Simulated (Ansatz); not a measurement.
The reference is WS₂ in the 2H-MoS2 type structure (space group P6_3/mmc, No. 194; a = 3.154 Å, c = 12.137 Å; layered, stacked along the Cartesian z axis).

Level of theory: PBE-D3(BJ), PAW, 420 eV (Ansatz, an electronic-structure program; scalar-relativistic without spin-orbit coupling).

One change was made to it. Results:

```csv
quantity,base,after
band gap,0.88 eV,0.45 eV
density,7.88 g/cm³,8.76 g/cm³
```

Which change produced these results?
(A) pressure 45 GPa
(B) pressure −1 GPa
(C) pressure 4.2 GPa
(D) pressure 9 GPa
(E) pressure 60 GPa

D, pressure 9 GPa. For comparison, the band gap in the other runs: pressure 4.2 GPa gives 0.64 eV; pressure −1 GPa gives 0.98 eV; pressure 60 GPa gives zero; pressure 45 GPa gives zero.

The mesh was chosen for an insulator and is coarse for the gapless case. Spin-orbit coupling, missing from the scalar runs, can matter with W. Load acts through the strain it causes; cell and atoms are relaxed under it. Whether these cells are dynamically stable was not tested. Competing high-pressure phases were not computed. The final runs are not spin-polarised. The zero or small gap of WS2 under pressure 45 GPa can change with the level of theory.
